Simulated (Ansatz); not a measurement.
Functionals compared on a constructed model of the (110) surface of bcc Fe, ferromagnetic, a pseudomorphic layer of In in the host's stacking (bottom of the slab: a bare face, its two planes held), in Ansatz (plane waves, PAW). The structure was relaxed with PBE; the other rows are single points on it. Cutoff 420 eV.

Set-up: 7 atoms, 12.5 Å thick at the start; mesh 16x16x1; 0.1 eV smearing; dipole correction on; 2 atoms held, the rest relaxed; start symmetry kept, larger cells not searched; spin-polarised, ending with about 13.8 μB a cell; orders that need a larger cell were not tried, no spin-orbit, no U. It is one candidate, not shown to be the stable structure of the face. These notes are the PBE run's.

| functional | work function of the top face (eV) | magnetic moment of the cell (μB) | rough cost of the single point |
|---|---|---|---|
| PBE | 3.28 | 13.79 | – |
| RPBE | 3.13 | 14.01 | roughly 100 core-seconds |

Ansatz is a quantum-chemistry and plane-wave program.
